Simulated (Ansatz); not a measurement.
**HgSe: response to strain**

Start from HgSe in the zinc blende structure (space group F-43m, No. 216; a = 6.133 Å).

Strains are applied to the cell and any free atomic positions relax.

The values are results of PBEsol/PAW in Ansatz (a first-principles code), no SOC, not measurements.

Notes on the quantities. energy relative to the base: free energy F.

| case | pressure | shortest interatomic distance | energy relative to the base |
|---|---|---|---|
| base | 0.0 GPa | 265.6 pm | 0 meV/atom |
| isotropic strain −3.00 % | 5.9 GPa | 257.6 pm | +43 meV/atom |
| isotropic strain −2.50 % | 4.8 GPa | 258.9 pm | +29 meV/atom |
| isotropic strain −2.00 % | 3.7 GPa | 260.2 pm | +18 meV/atom |
| isotropic strain −1.50 % | 2.6 GPa | 261.6 pm | +10 meV/atom |
| isotropic strain −1.00 % | 1.7 GPa | 262.9 pm | +4.4 meV/atom |
| isotropic strain −0.50 % | (withheld) | 264.2 pm | (withheld) |
| isotropic strain +0.50 % | -0.7 GPa | 266.9 pm | +1.0 meV/atom |
| isotropic strain +1.50 % | -2.1 GPa | 269.5 pm | +8.8 meV/atom |
| isotropic strain +2.00 % | -2.6 GPa | 270.9 pm | +15 meV/atom |

Problem. What belongs in the blanks?

Solution. 
- isotropic strain −0.50 %, pressure: 0.8 GPa
- isotropic strain −0.50 %, energy relative to the base: +1.1 meV/atom

A case with no gap was solved on a k-mesh chosen for an insulator, which is coarse for it. No phonon test of stability was made. The final runs are not spin-polarised.
